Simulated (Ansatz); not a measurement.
We consider InGaZnO4 (R3m, No. 160, 7 atoms in the cell; start mp-1215688), described by r²SCAN0 (PAW; Ansatz, a first-principles code).

Numerical settings: plane-wave cutoff 520 eV, 8×8×8 k mesh, Fermi–Dirac smearing 0.01 eV, scalar-relativistic PAW data made under PBE.

Cell (relaxed with PBEsol):

```
CELL_PARAMETERS angstrom
      1.65730     0.95684     8.58347
     -1.65730     0.95684     8.58347
      0.00000    -1.91369     8.58347
ATOMIC_POSITIONS crystal
  Zn 0.21869 0.21869 0.21869
  In 0.00294 0.00294 0.00294
  Ga 0.78714 0.78714 0.78714
  O  0.29509 0.29509 0.29509
  O  0.71124 0.71124 0.71124
  O  0.12117 0.12117 0.12117
  O  0.86373 0.86373 0.86373
```

Predict the band gap.


band gap: 4.03 eV (on the SCF k mesh)

Note: cell and atoms aren't relaxed at this level (largest force component 0.28 eV/Å, pressure -4.5 GPa).

Spin–orbit coupling is not included.

Static lattice: no zero-point or thermal effects.

It cost roughly 25 core-minutes of CPU time.

A start named mp-… is a Materials Project structure, which need not be a measured phase.
